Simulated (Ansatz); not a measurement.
The reference is Mg₂Si (space group Fm-3m, No. 225).

```
Mg2Si
1.0
    0.00000     3.18242     3.18242
    3.18242     0.00000     3.18242
    3.18242     3.18242     0.00000
Si Mg
1 2
Direct
  0.00000   0.00000   0.00000
  0.25000   0.25000   0.25000
  0.75000   0.75000   0.75000
```

Method: DFT with PBE, PAW potentials and a 420 eV plane-wave cutoff in Ansatz (a program for electronic structure), no SOC.

Before the change:

```
Quantity                         Value
-----------------------------  -------
Width of the top valence band  2.63 eV
```

Modification: the cell is scaled by 0.9864 in all directions, atoms relaxed at fixed cell.

Question: What happens to the energy relative to the base, mean gap deformation potential ΔEg/Δln V and width of the top valence band?

Answer: The energy rises by 6.3 meV/atom; the mean gap deformation potential ΔEg/Δln V amounts to +1.2 eV; the width of the top valence band rises by 0.10 eV to 2.73 eV.

The cells carry an imposed strain or load. Whether these cells are dynamically stable was not tested. The zero or small gap of Mg2Si can change with the level of theory.
